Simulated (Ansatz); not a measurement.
Amorphous Al28O43Sr, 72 atoms at 3.19 g/cm³, one PBE-relaxed geometry, zone centre. Methods: PBE, scalar-relativistic without spin-orbit coupling (Ansatz, an electronic-structure program); r2SCAN, scalar-relativistic without spin-orbit coupling (Ansatz); HSE06, scalar-relativistic without spin-orbit coupling (Ansatz). Plane waves to 420 eV (r2SCAN 500 eV); exact exchange is cut at the cell's faces. At PBE the levels at the filled edge of the gap are localised (band-tail or defect states), and the nearest spread-out levels lie 4.2 eV apart at the zone centre. All rungs ran without spin polarisation.

A CHGNet melt-quench gave the starting glass, which DFT then relaxed. O atoms were pushed apart under 1.9 Å during the dynamics, to hinder bonds among them. The hot cell started wider than the set density and was brought back towards it in steps. It is the lowest in DFT energy of 2 quenches. It is a model cell: composition and starting density were chosen by hand, and all elements were melted together. No dispersion term was used. Its density started from a set value of 3.19 and ended at 3.19 g/cm³. The quench (nominally 410 K/ps over its main leg) was far faster than any real one, so the model tends to hold more defects than a real film. One small periodic cell is one sample of the glass; other quenches scatter about these values. The volume was held where the preparation left it and the shape relaxed, at a PBE pressure of -0.6 GPa (tension). Stress components on the final sampling reach 0.7 GPa.

The relaxation ran on the zone centre alone. At PBE the level gap is 3.67 eV on a 2×2×2 Γ-centred mesh, and the spacing at the zone centre alone 3.68 eV.

Question: What zone-centre spacing does r2SCAN give, roughly?

Answer: 4.32 eV (+0.64 eV against PBE).

Question: What zone-centre spacing does HSE06 give, roughly?

Answer: 5.37 eV (+1.69 eV against PBE).

The highest filled and the lowest empty state spread over these numbers of atoms (participation numbers): PBE: 3.9 and 61.8; r2SCAN: 3.7 and 59.2; HSE06: 3.6 and 60.6.
